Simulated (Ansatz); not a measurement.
## Ru: uniaxial strain ε_yy = −0.62 %

Consider Ru in the hcp (Mg type) structure (space group P6_3/mmc, No. 194; a = 2.706 Å, c = 4.265 Å; relaxed with 0.1 eV smearing). Axes: x lies along a and z along c of the hexagonal cell.

Now apply this change: the cell is compressed by 0.62 % along y with no lateral relaxation; the atoms relax in the strained cell.

Level of theory: plane-wave PAW DFT at the r2SCAN level (Ansatz, a program for electronic structure, 500 eV), no SOC, earlier PAW set. Γ-centred 24×24×14 mesh, Fermi–Dirac width 0.1 eV.

- Space group = Cmcm (No. 63) (base P6_3/mmc (No. 194))
- Energy relative to the base (free energy F) = +1.0 meV/atom
- Pressure (mean of the normal stresses, compression positive) = 2.1 GPa (base 0.0 GPa)
- Band gap = zero (base zero)
- Stress (xx, yy, zz, yz, xz, xy; compression positive) = (1.3, 3.9, 1.2, 0.0, 0.0, 0.0) GPa

Cost of the whole job for the changed cell (relaxation, final SCF and bands): around 4 core-minutes (rough).

Stability against distortions was not tested. The final runs are not spin-polarised.
